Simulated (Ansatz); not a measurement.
# Tl: stress against strain

Tl (hcp, P6_3/mmc, 28.627 Å³/atom at rest, c along z) under a strain ε along c (axis z), the other axes held. PBEsol in Ansatz, a plane-wave DFT program (PAW, default set), 420 eV, 19×19×11 Γ-centred mesh, Fermi-Dirac smearing 0.10 eV; ions are relaxed within the symmetry of each cell. Stress is positive for a compressed cell.

Here s stands for strain and y for stress zz.

| strain (%) | stress zz (GPa) |
|---|---|
| -1.50 | 0.97 |
| -1.00 | 0.62 |
| -0.50 | 0.30 |
| 0.00 | 0.00 |
| 0.50 | -0.28 |
| 1.00 | -0.53 |
| 1.50 | -0.78 |
| 3.00 | ? |

Question: Fit y against s with a straight line, and predict the withheld value at s = 3.00.

Answer: Means: s 0, y 0.043. About the means, the sum of products is -4.0650 and the sum of squares of s is 7.0000; the slope is their ratio. Least squares gives y = 0.043 - 0.5807·s. Residuals (row less fit): 0.056, -0.004, -0.033, -0.043, -0.033, 0.008, 0.048; standard error 0.044 (degrees of freedom: 5). The slope gives the elastic constant C33 = 58 ± 1.7 GPa. At the withheld row, y = 0.043 - 0.5807 × 3.0 = -1.699 GPa. The calculation gives -1.44 GPa, 0.259 GPa above the prediction (10.7 % of the range of y in the table). The row lies outside the fitted rows, so this is an extrapolation. From the scatter of the fitted rows alone, a prediction at this place has a standard error of 0.068 GPa, so the miss is 3.8 times that.

One order more, fitted to all 13 runs of the series, follows each within 0.02, so the miss is the next term of a smooth law. In a metal these values are sensitive to mesh and smearing; energies are taken to zero smearing, stresses follow the free energy. Rows are the converged runs of the series near zero and its far end; series whose fitted rows scatter by over a few per cent of the range, as at a crossing or softening among them, aren't shown in this form. Most that stay on the fit to the last digits aren't either.
